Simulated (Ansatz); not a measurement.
**ZnO, pressure series**

The parent structure is ZnO in the wurtzite structure (space group P6_3mc, No. 186; a = 3.2300 Å, c = 5.2144 Å).

Cell and atoms are relaxed at each pressure.

Computed with DFT with PBEsol, PAW potentials and a 420 eV plane-wave cutoff in Ansatz (a first-principles code), no spin-orbit coupling.

Notes on the quantities. enthalpy: H = E + PV relative to the base's energy.

| case | enthalpy | band gap | shortest interatomic distance | electron mass |
|---|---|---|---|---|
| base | – | 0.70 eV | 1.969 Å | 0.13 mₑ (at Γ) |
| pressure −2 GPa | -0.15 eV/atom | 0.68 eV | 1.978 Å | 0.13 mₑ (at Γ) |
| pressure −1 GPa | -0.07 eV/atom | 0.69 eV | 1.973 Å | 0.13 mₑ (at Γ) |
| pressure 0.9 GPa | +0.07 eV/atom | 0.71 eV | 1.965 Å | 0.13 mₑ (at Γ) |
| pressure 2.1 GPa | +0.15 eV/atom | 0.72 eV | 1.960 Å | 0.14 mₑ (at Γ) |
| pressure 4.5 GPa | +0.33 eV/atom | 0.74 eV | 1.950 Å | 0.14 mₑ (at Γ) |
| pressure 9 GPa | +0.64 eV/atom | 0.78 eV | 1.933 Å | 0.15 mₑ (at Γ) |
| pressure 15 GPa | +1.05 eV/atom | 0.82 eV | 1.914 Å | 0.15 mₑ (at Γ) |
| pressure 22.5 GPa | +1.55 eV/atom | 0.86 eV | 1.893 Å | 0.16 mₑ (at Γ) |
| pressure 30 GPa | +2.03 eV/atom | 0.90 eV | 1.874 Å | 0.17 mₑ (at Γ) |

Load acts through the strain it causes; cell and atoms are relaxed under it. Masses are band curvatures over ±0.01 Å⁻¹ around the edge. Stability against distortions was not tested. Measured, ZnO leaves this structure (for rock salt) near 9.1 GPa (temperature not stated; as listed in Datta, Sujoy, Jana, Debnarayan, arXiv (2020)), on rising pressure, with hysteresis.
